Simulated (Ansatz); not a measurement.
CdTe: pressure series

Base system: CdTe in the zinc blende structure (space group F-43m, No. 216; a = 6.409 Å).

Cell and atoms are relaxed at each pressure.

Method: plane-wave PAW DFT at the LDA level (Ansatz, a program for electronic structure, 420 eV), no spin-orbit coupling.

Notes on the quantities. hole mass: degenerate bands, along [100].

| variant | band gap | hole mass | volume per atom |
|---|---|---|---|
| base | 0.61 eV | 0.051, 0.48, 0.48 mₑ (at Γ) | 32.90 Å³ |
| pressure −2 GPa | 0.47 eV | 0.041, 0.52, 0.52 mₑ (at Γ) | 34.56 Å³ |
| pressure −1 GPa | 0.54 eV | 0.047, 0.50, 0.50 mₑ (at Γ) | 33.66 Å³ |
| pressure 0.9 GPa | 0.67 eV | 0.055, 0.46, 0.46 mₑ (at Γ) | 32.29 Å³ |
| pressure 2.1 GPa | 0.74 eV | 0.059, 0.45, 0.45 mₑ (at Γ) | [?] |
| pressure 4.5 GPa | 0.86 eV | 0.066, 0.42, 0.42 mₑ (at Γ) | 30.35 Å³ |
| pressure 9 GPa | 1.05 eV | 0.076, 0.38, 0.38 mₑ (at Γ) | 28.62 Å³ |
| pressure 15 GPa | 1.23 eV | [?] | 26.92 Å³ |
| pressure 22.5 GPa | [?] | 0.094, 0.31, 0.31 mₑ (at Γ) | 25.35 Å³ |
| pressure 30 GPa | 1.52 eV | 0.10, 0.28, 0.28 mₑ (at Γ) | 24.14 Å³ |

Q: Fill in the withheld entries from the trend.

A: 
- pressure 2.1 GPa, volume per atom: 31.57 Å³
- pressure 15 GPa, hole mass: 0.085, 0.34, 0.34 mₑ (at Γ)
- pressure 22.5 GPa, band gap: 1.41 eV

With Te present, leaving out spin-orbit coupling can change the band edges. Load acts through the strain it causes; cell and atoms are relaxed under it. Masses are band curvatures over ±0.01 Å⁻¹ around the edge. No phonon test of stability was made. Measured, CdTe leaves this structure (for cinnabar) near 3.53 GPa (temperature not stated; as listed in Datta, Sujoy, Jana, Debnarayan, arXiv (2020)), on rising pressure, with hysteresis.
